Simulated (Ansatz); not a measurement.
Checking a run of Ansatz (a quantum-chemistry and plane-wave program) on Ti3Al2NbC2 (P3m1, 8 atoms in the cell). The aim is a self-consistent single point with DFT, PBEsol, plane waves, default PAW files made with PBE.

Cell that was meant: a = 3.0688 Å, b = 3.0688 Å, c = 13.8654 Å, α = 90.00°, β = 90.00°, γ = 120.00°.

Part of the input:

Ansatz 0.2 input:
```yaml
    - { symbol: Nb, position: [0.000000, 0.000000, 0.411130] }
    - { symbol: C, position: [0.333333, 0.666667, 0.504860] }
    - { symbol: C, position: [0.333333, 0.666667, 0.999720] }
basis:
  ecutwfc: 145.0
kpoints:
  mp_grid: { grid: [12, 12, 3] }
hamiltonian:
  xc: pbesol
  pseudopotentials: { kind: paw }
scf:
  occupations: { method: methfessel_paxton, width: 0.136 }
output:
  forces: true
  eigenvalues: true
```

Log, with long lists cut:

```
   [... lines left out ...]
PAW frozen core: C, regenerated for the run's functional, and the local potential with it
Initial density: superposition of atomic densities (neutral atoms: chi_scale 0, normalization atom), corrected by the library's trained network
Initial wavefunctions: pseudopotential atomic-orbital guess
Eigensolver: davidson
Functional: x = pbesol(κ = 0.804, μ = 0.12345679012345678), c = pbesol(β = 0.046)
SCF iter   1: F=—  HF=-13380.483372 eV  |F-HF|=—  |Δ(HF+E_count)|=         —  Δρ=2.02e-1  dr2=3.86e1  ethr=1.77e-3  ⟨swp⟩=6.1  Hψ=8423  notcnv=0
all-band conjugate gradients solve this SCF's bands
preconditioner: auto → Kerker (q_TF=auto, 2.475 Å⁻¹)
SCF iter   2: F=—  HF=-13365.016403 eV  |F-HF|=—  |Δ(HF+E_count)|=    1.55e1  S|Δr|=    0.00e0  Δρ=9.39e-2  dr2=6.72e0  ethr=1.77e-3  ⟨swp⟩=3.4  Hψ=4902  notcnv=0  defer=136
   [... lines left out ...]
SCF iter   9: F=—  HF=-13361.684331 eV  |F-HF|=—  |Δ(HF+E_count)|=   7.13e-4  S|Δr|=    0.00e0  Δρ=2.40e-5  dr2=2.76e-6  ethr=3.18e-8  ⟨swp⟩=2.0  Hψ=2669  notcnv=0  defer=136
SCF iter  10: F=—  HF=-13361.684331 eV  |F-HF|=—  |Δ(HF+E_count)|=   2.75e-7  S|Δr|=    0.00e0  Δρ=6.26e-6  dr2=2.23e-7  ethr=4.38e-9  ⟨swp⟩=1.8  Hψ=2011  notcnv=0  defer=136
SCF iter  11: F=-13361.684331 eV  HF=-13361.684331 eV  |F-HF|=6.96e-9  |Δ(HF+E_count)|=   2.33e-8  S|Δr|=    0.00e0  Δρ=1.35e-6  dr2=7.79e-9  ethr=1.59e-10  ⟨swp⟩=11.2  Hψ=8188  notcnv=0
SCF 1 converged in 11 iterations: F = -13361.684331 eV  dr2 = 7.79e-9
Stability not checked (fill_not_monotonic)
Free energy (F): -13361.684331 eV
Internal energy: -13361.680505 eV  (E = F + TS)
E sigma→0 (E₀):  -13361.683374 eV
Entropy (-TS):   -0.003826 eV (-0.478 meV/atom)
Fermi energy:    12.785271 eV
--- Forces (eV/Å), atoms counted from 1 ---
  atom   1  Ti     0.00000000    -0.00000000     1.64738983
  atom   2  Ti    -0.00000000    -0.00000000    -0.89387712
  atom   3  Ti     0.00000000     0.00000000     0.76795110
   [... lines left out ...]
  atom   8  C     -0.00000000    -0.00000000    -0.04924068
--- Stress (GPa, compression-positive) ---
        0.696494       0.000000      -0.000000
        0.000000       0.696494       0.000000
       -0.000000       0.000000      -9.244376
  P = ⅓ Tr σ = -2.6171 GPa (-26.171 kbar)
  The stress holds the Pulay correction. Without it, at fixed plane waves, as pw.x and ABINIT print it: P = -385.9270 GPa
```

Question: Can these results be used? Check the input.

Answer: The run is not sound. The fault is a basis or grid far too coarse for these potentials. Far below the cutoff that the potentials were made for, the basis cannot represent the orbitals near the nuclei, and energies, forces and above all the stress go wrong. To fix it, restore the cutoff that the potentials need and check convergence. The run converged in 11 iterations without an error; against the sound input the free energy goes up by 13.0 eV/atom, the pressure goes from -4.77 to -2.62 GPa and the largest force goes from 0.484 to 1.647 eV/Å. At a fixed set of plane waves, without the program's Pulay estimate, the pressure is -385.93 GPa against -4.88 GPa.

An input that runs soundly differs in these lines (not the only fix; some lines may just follow from the change or write a value another way):
```diff
-basis:
-  ecutwfc: 145.0
-  occupations: { method: methfessel_paxton, width: 0.136 }
+  occupations: { method: methfessel_paxton, width: 0.01 Ry }
```

With that input, the run converged in 8 iterations: free energy E − TS (on the zero of these files) -13465.3935 eV; Fermi level (on the code's own zero) 12.06 eV; pressure -4.77 GPa; largest force (vector length) 0.484 eV/Å (DFT, PBEsol, plane waves, default PAW files made with PBE).

On the sound input: the starting cell comes from a database of computed structures (which also holds hypothetical and non-ambient phases and stackings), without a prior relaxation at this level. Its lattice was rescaled by a random factor within 2.5 % of one. Spin polarisation is off. With a pressure of about -5 GPa the cell is away from its equilibrium volume at this level. Ansatz's pressure includes its estimate of the finite-basis (Pulay) stress.
